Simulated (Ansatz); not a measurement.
**Hypothetical zinc blende BiB: uniaxial stress, 3 GPa compression along x**

Consider BiB in the zinc blende structure (space group F-43m, No. 216; a = 5.456 Å; a hypothetical phase, not in the database extracts checked). Axes: x, y, z lie along the cube axes.

Now apply this change: uniaxial stress, 3 GPa compression along x, with the cell and atoms free to relax against it.

All numbers come from PBEsol/PAW in Ansatz (an electronic-structure program), without spin-orbit coupling. Settings: 10×10×10 k-points, 0.05 eV Fermi–Dirac smearing.

```json
[
 {"quantity": "space group", "base": "F-43m (No. 216)", "changed": "I-4m2 (No. 119)", "shift": "–"},
 {"quantity": "shortest interatomic distance", "base": "2.362 Å", "changed": "2.353 Å", "shift": "-0.009 Å"},
 {"quantity": "energy relative to the base (free energy F)", "base": "0 meV/atom", "changed": "+5.1 meV/atom", "shift": "+5.1 meV/atom"},
 {"quantity": "band gap", "base": "0.45 eV", "changed": "0.21 eV", "shift": "-0.24 eV"},
 {"quantity": "gap character", "base": "direct at Γ", "changed": "indirect, Γ → Γ–M (80 % along)", "shift": "–"},
 {"quantity": "smallest direct gap", "base": "0.45 eV", "changed": "0.35 eV", "shift": "-0.092 eV"},
 {"quantity": "electron mass", "base": "0.034 mₑ (at Γ)", "changed": "1.1 mₑ along k, 0.21 mₑ across (off the special points)", "shift": "–"},
 {"quantity": "valence-band top at Γ (three highest levels, from the VBM)", "base": "0.00, 0.00, 0.00 eV", "changed": "0.00, -0.27, -0.27 eV", "shift": "–"},
 {"quantity": "strain response (xx, yy, zz)", "base": "–", "changed": "(−2.63, +0.73, +0.73) %", "shift": "–"},
 {"quantity": "secant Young's modulus along x", "base": "–", "changed": "110 GPa", "shift": "–"},
 {"quantity": "mean lateral Poisson ratio", "base": "–", "changed": "0.28", "shift": "–"}
]
```

With Bi present, leaving out spin-orbit coupling can change the band edges. Effective masses come from finite differences of ±0.01 Å⁻¹. Along k means along the line from Γ to the band edge. Beyond what the load breaks, stability against distortions was not tested. The zero or small gap of BiB under uniaxial stress, 3 GPa compression along x can change with the level of theory. Labels are those of the standard path for the cell's own space group.
